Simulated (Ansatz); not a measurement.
## Hypothetical CsCl type TaAs, pressure series

Consider TaAs in the CsCl type structure (space group Pm-3m, No. 221; a = 3.2145 Å; a hypothetical phase, not in the database extracts checked).

Cell and atoms are relaxed at each pressure.

The values are results of Ansatz (a program for electronic structure) PBE, without spin-orbit coupling, not measurements.

Notes on the quantities. enthalpy: H = E + PV relative to the base's energy.

```tsv
variant	enthalpy	density
base	–	12.79 g/cm³
pressure −2 GPa	-0.21 eV/atom	12.65 g/cm³
pressure −1 GPa	-0.10 eV/atom	12.72 g/cm³
pressure 0.3 GPa	+0.03 eV/atom	12.81 g/cm³
pressure 0.7 GPa	+0.07 eV/atom	12.84 g/cm³
pressure 1.5 GPa	+0.15 eV/atom	12.90 g/cm³
pressure 3 GPa	+0.31 eV/atom	13.00 g/cm³
pressure 5 GPa	+0.51 eV/atom	13.13 g/cm³
pressure 7.5 GPa	+0.76 eV/atom	13.29 g/cm³
pressure 10 GPa	+1.01 eV/atom	13.45 g/cm³
```

Load acts through the strain it causes; cell and atoms are relaxed under it. No phonon test of stability was made. No other phases were tried under pressure. The final runs are not spin-polarised.
